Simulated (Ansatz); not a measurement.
Start from YN in the rock salt structure (space group Fm-3m, No. 225; a = 4.856 Å).

One thing is altered: full substitution N → F, then cell and atoms are relaxed.

Levels (all Ansatz, a quantum-chemistry and plane-wave program, PAW, earlier PAW set): PBEsol (420 eV, no spin-orbit coupling); r2SCAN (500 eV, spin-orbit coupling left out).

The geometry is relaxed with PBEsol.

- PBEsol pressure: 0.0 GPa

With r2SCAN at the same geometry, the pressure goes from zero to 1.7 GPa.

Single points use the geometry relaxed with PBEsol. Their cutoffs differ, which shifts pressures a little. Whether these cells are dynamically stable was not tested. As relaxed here, YF is a hypothetical phase, not in the database extracts checked. All final runs are without spin polarisation. YF has a high density of states at the Fermi level and may be magnetic at this level.
